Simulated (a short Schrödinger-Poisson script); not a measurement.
Structure: MOS inversion layer, Si3N4 on p-type Si(110), at 300 K.

From the gate side: 4.6 nm Si3N4; 680 nm Si, acceptors 4e17 cm⁻³.

The device is made up for the run: typed textbook-type constants, with dimensions and the other settings drawn at random. Si3N4: permittivity 7.5, conduction-band edge (eV) 1.95, gap (eV) 5.1, electron mass (mₑ) 0.5. Si: permittivity 11.7, conduction-band edge (eV) 0, gap (eV) 1.124, Nv at 300 K (cm⁻³) 3.1e19.

Channel valleys (confinement mass, in-plane density-of-states mass, number): Δ4 0.315, 0.324, 4; Δ2 0.19, 0.417, 2. At the gate the conduction-band edge of layer 1 lies 2.21 eV − eVg above the Fermi level of the channel; the field vanishes at the back. Gaps are held at their typed values at every temperature. Mesh 0.03 nm at interfaces.

From a short Schrödinger-Poisson script (our own, NumPy): 1D Poisson equation in equilibrium, electrons quantum, Hartree (BenDaniel-Duke, 12 states a valley, the channel's in-plane mass for all, wave functions free to enter the dielectric), parabolic valleys, classical holes, full ionisation, no traps, pinning or gate leakage.

```tsv
Vg (V)	electrons (cm⁻²)	C (μF/cm²)	Δ4 E0 (meV from the Fermi level)	Δ2 E0 (meV from the Fermi level)
0.4	6.87e9	0.201	205.8	220.8
0.5	1.14e11	0.508	132.9	148.3
0.6	5.21e11	0.883	93.2	109.2
0.7	1.11e12	1.03	73.1	89.8
0.8	1.76e12	1.10	60.4	77.7
0.9	2.46e12	1.14	51.2	69.1
1	3.18e12	1.17	43.9	62.5
1.1	3.91e12	1.19	37.9	57.0
1.2	4.65e12	1.20	32.8	52.4
1.3	5.41e12	1.22	28.2	48.4
1.4	6.17e12	1.23	24.2	44.8
1.5	6.94e12	1.24	20.5	41.6
1.6	7.71e12	1.24	17.2	38.7
1.7	8.49e12	1.25	14.0	36.0
1.8	9.28e12	1.26	11.1	33.5
1.9	1.01e13	1.26	8.4	31.2
2	1.09e13	1.27	5.8	28.9
```

Gate voltages with under 1e9 electrons/cm² are left out.

At Vg = 2 V the lowest Δ4 subband lies at 5.8 meV from the Fermi level. How many electrons does it hold, and what share of all?

The two-dimensional density of states is g m/(πħ²) = 5.41e11 cm⁻² meV⁻¹ (both spins), kT = 25.9 meV, so n = D kT ln(1 + exp(−E/kT)) = 8.22e12 cm⁻², 0.76 of the 1.09e13 cm⁻² in all.

Compare the slope of the sheet density between 1.8 and 2 V with the geometric capacitance of the layers between gate and channel.

q Δn/ΔV = 1.30 μF/cm²; ε0/Σ(t/ε) = 1.44 μF/cm². The ratio is 0.90: the channel acts as a further capacitance in series.
